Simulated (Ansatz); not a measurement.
What biaxial strain −0.81 %, plane normal [001], relaxed out of plane does to CdSe

Consider CdSe in the wurtzite structure (space group P6_3mc, No. 186; a = 4.340 Å, c = 7.078 Å). Axes: x lies along a and z along c of the hexagonal cell.

The change: compressive biaxial strain of 0.81 % in the plane normal to [001], as in epitaxy on a mismatched substrate; the out-of-plane cell vector and the atoms relax.

All numbers come from DFT with r2SCAN, PAW potentials and a 500 eV plane-wave cutoff in Ansatz (an electronic-structure program), without spin-orbit coupling. k-mesh 9×9×5 (Γ-centred); smearing 0.05 eV (Fermi–Dirac).

```csv
quantity,base,changed,shift
volume per atom,28.86 Å³,28.60 Å³,-0.26 Å³
space group,P6_3mc (No. 186),P6_3mc (No. 186),–
"pressure (mean of the normal stresses, compression positive)",0.00 GPa,0.47 GPa,+0.465 GPa
band gap,1.11 eV,1.09 eV,-0.011 eV
gap character,direct at Γ,direct at Γ,–
electron mass,"0.093 mₑ along c, 0.10 mₑ across (at Γ)","0.093 mₑ out of plane, 0.10 mₑ in plane (at Γ)",–
"valence-band top at Γ (three highest levels, from the VBM)","0.00, 0.00, -0.04 eV","0.00, 0.00, -0.11 eV",–
out-of-plane strain,–,+0.71 %,–
ratio −ε⊥/ε∥,–,0.88,–
mean in-plane stress (compression positive),–,+0.7 GPa,–
```

Cost of the whole job for the changed cell (relaxation, final SCF and bands): about 2.2 core-minutes (a rough figure).

Effective masses come from finite differences of ±0.01 Å⁻¹. Gaps are read on the SCF mesh and a high-symmetry path. No phonon test of stability was made.
